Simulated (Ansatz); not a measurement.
The reference is MoP (space group P-6m2, No. 187; a = 3.206 Å, c = 3.174 Å).

Level of theory: PBEsol (Ansatz, a quantum-chemistry and plane-wave program, PAW, scalar-relativistic without spin-orbit coupling).

Base values:

```
Quantity           Result
---------------  --------
Volume per atom  14.13 Å³
```

Perturbation: cell and atoms relaxed at a pressure of 9 GPa.

Q: Predict the new volume per atom.

A: The volume per atom falls by 0.50 Å³, from 14.13 Å³ to 13.63 Å³.

Load acts through the strain it causes; cell and atoms are relaxed under it. Whether these cells are dynamically stable was not tested. Competing high-pressure phases were not computed. The final runs are not spin-polarised. An odd electron count without spin: MoP.
